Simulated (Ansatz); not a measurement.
PbS: pressure series

Consider PbS in the rock salt structure (space group Fm-3m, No. 225).

```cif
data_PbS
_chemical_formula_sum 'Pb1 S1'
_space_group_name_H-M_alt 'P 1'
_space_group_IT_number 1
_cell_length_a 4.24913
_cell_length_b 4.24913
_cell_length_c 4.24913
_cell_angle_alpha 60.000
_cell_angle_beta 60.000
_cell_angle_gamma 60.000
loop_
_space_group_symop_operation_xyz
  'x, y, z'
loop_
_atom_site_label
_atom_site_type_symbol
_atom_site_fract_x
_atom_site_fract_y
_atom_site_fract_z
_atom_site_occupancy
Pb1 Pb 0.00000 0.00000 0.00000 1
S1 S 0.50000 0.50000 0.50000 1
```

Cell and atoms are relaxed at each pressure.

Level of theory: PBE (Ansatz, a program for electronic structure, PAW, spin-orbit coupling left out).

```
case              band gap  lattice parameter a  width of the top valence band
----------------  --------  -------------------  -----------------------------
base               0.49 eV              6.009 Å                        3.16 eV
pressure −2 GPa    0.62 eV              6.093 Å                        2.87 eV
pressure −1 GPa    0.56 eV              6.049 Å                        3.02 eV
pressure 0.3 GPa   0.47 eV              5.998 Å                        3.20 eV
pressure 0.7 GPa   0.45 eV              5.983 Å                        3.25 eV
pressure 1.5 GPa   0.40 eV              5.956 Å                        3.36 eV
pressure 3 GPa     0.31 eV              5.908 Å                        3.54 eV
pressure 5 GPa         [?]                  [?]                            [?]
pressure 7.5 GPa   0.06 eV              5.789 Å                        4.05 eV
```

What belongs in the blanks?


- pressure 5 GPa, band gap: 0.20 eV
- pressure 5 GPa, lattice parameter a: 5.851 Å
- pressure 5 GPa, width of the top valence band: 3.78 eV

With Pb present, leaving out spin-orbit coupling can change the band edges. Load acts through the strain it causes; cell and atoms are relaxed under it. No phonon test of stability was made. Competing high-pressure phases were not computed. The base started in P3_121 and relaxed to Fm-3m at this level. A zero or small gap of PbS under pressure 5 GPa and PbS under pressure 7.5 GPa can be the functional's error rather than a property of the material.
